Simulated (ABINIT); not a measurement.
Band structure of PtSe2 (P-3m1, 3 atoms in the cell).

```xyz
3
Lattice="1.8187 -3.1502 0.0000 1.8187 3.1502 0.0000 0.0000 0.0000 4.9540" Properties=species:S:1:pos:R:3 pbc="T T T"
Pt     0.0000     0.0000     0.0000
Se     1.8187     1.0501     1.2633
Se     1.8187    -1.0501     3.6907
```

Computed with PBE, PAW (JTH v2.0 PBE PAW) (plane waves; ABINIT).

Settings: pseudos = [Pt.GGA_PBE-JTH.xml, Se.GGA_PBE-JTH.xml]; ecut = 571 eV; pawecutdg = 1143 eV; pawxcdev = 0; occopt = 3; tsmear = 0.02 eV; ngkpt = 8 8 5; nshiftk = 1; shiftk = 0 0 0; potentials = JTH v2.0 PBE PAW; kptopt = 1; nstep = 60; toldfe1 = 1e-09 Ha.

The starting cell has typed, rounded lattice constants, without a prior relaxation at this level. Its lattice was rescaled by a random factor within 2.5 % of one. Spin-orbit coupling is off. Spin polarisation is off.

Levels in eV from the Fermi level, bands 8 to 15:
| point | 8 | 9 | 10 | 11 | 12 | 13 | 14 | 15 |
|---|---|---|---|---|---|---|---|---|
| Γ | -2.93 | -1.17 | -1.17 | 0.43 | 1.36 | 1.36 | 3.36 | 4.59 |
| M | -3.89 | -3.85 | -3.74 | -3.24 | 0.54 | 2.46 | 4.96 | 5.80 |
| K | -4.18 | -3.00 | -2.03 | -2.03 | -0.11 | -0.11 | 3.87 | 7.77 |
| A | -3.34 | -1.79 | -1.70 | -1.70 | 2.40 | 2.40 | 4.75 | 6.69 |
| L | -3.87 | -3.55 | -3.06 | -1.56 | 0.81 | 1.66 | 4.56 | 4.69 |
| H | -4.76 | -4.07 | -2.83 | -2.83 | 2.11 | 2.11 | 6.93 | 7.28 |

Bands cross the Fermi level along this path, so the cell is metallic at this level.
